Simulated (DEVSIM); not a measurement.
Device: Si p-i-n diode, at 250 K.

| layer (left to right) | material | thickness (μm) | Nd (cm⁻³) | Na (cm⁻³) | τn (s) | τp (s) |
|---|---|---|---|---|---|---|
| 1 | Si | 1.70 | - | 2.7e18 | 2.5e-5 | 2.5e-5 |
| 2 | Si | 7.40 | 1.5e12 | - | 2.5e-5 | 2.5e-5 |
| 3 | Si | 1.40 | 2.4e17 | - | 2.5e-5 | 0.00025 |

Left contact: ohmic. Right contact: ohmic. Voltage is applied to the left contact. Recombination: SRH at mid-gap, radiative, Auger. Mobility is constant in doping.

Constants are typed, rounded textbook-type inputs, not results; the design itself was drawn at random and stands for no fabricated device. Values at 300 K; Nc and Nv go as T^1.5, mobilities as T to minus their exponent, the gap by Varshni's rule with the affinity fixed.

| parameter | Si |
|---|---|
| gap (eV) | 1.124 |
| affinity (eV) | 4.05 |
| permittivity | 11.7 |
| Nc (cm⁻³) | 2.86e19 |
| Nv (cm⁻³) | 3.1e19 |
| μn (cm²/Vs) | 1417 |
| μp (cm²/Vs) | 470 |
| T exponent of μn | 2.3 |
| T exponent of μp | 2.2 |
| B (cm³/s) | 4.7e-15 |
| Cn (cm⁶/s) | 2.8e-31 |
| Cp (cm⁶/s) | 9.9e-32 |
| Varshni α (eV/K) | 0.000473 |
| Varshni β (K) | 636 |

Simulated with DEVSIM: 1D drift-diffusion, Boltzmann statistics, complete ionisation; no tunnelling, impact ionisation, image-force lowering or self-heating.

**Question.** Tabulate band edges, carrier densities and field at zero bias.

**Answer.** Energies count from the Fermi level of the right contact; mesh points crowd at the junctions.

```
x (μm)   Ec (eV)  Ev (eV)  n (cm⁻³)  p (cm⁻³)  field (V/cm)
-------  -------  -------  --------  --------  ------------
0.000      1.089   -0.047     < 1e2    2.7e18           ≈ 0
0.04459    1.089   -0.047     < 1e2    2.7e18           ≈ 0
0.1696     1.089   -0.047     < 1e2    2.7e18           ≈ 0
0.5420     1.089   -0.047     < 1e2    2.7e18           ≈ 0
1.373      1.089   -0.047     < 1e2    2.7e18           ≈ 0
1.604      1.089   -0.047     < 1e2    2.7e18           ≈ 0
1.682      1.089   -0.047     < 1e2    2.7e18           -51
1.732      0.983   -0.153     < 1e2    1.9e16        -11000
1.838      0.925   -0.211     < 1e2    1.3e15         -3100
2.142      0.869   -0.267     < 1e2    9.9e13         -1300
3.014      0.779   -0.358      4400    1.5e12          -970
6.539      0.454   -0.683    1.6e10    410000          -880
8.223      0.307   -0.829    1.4e13       460          -900
8.810      0.244   -0.892    2.6e14     < 1e2         -1600
9.048      0.177   -0.959    5.8e15     < 1e2         -6200
9.099      0.121   -1.015    7.8e16     < 1e2        -23000
9.139      0.097   -1.039    2.4e17     < 1e2          -200
9.254      0.097   -1.039    2.4e17     < 1e2           ≈ 0
9.783      0.097   -1.039    2.4e17     < 1e2           ≈ 0
10.25      0.097   -1.039    2.4e17     < 1e2           ≈ 0
10.43      0.097   -1.039    2.4e17     < 1e2           ≈ 0
10.50      0.097   -1.039    2.4e17     < 1e2           ≈ 0
```
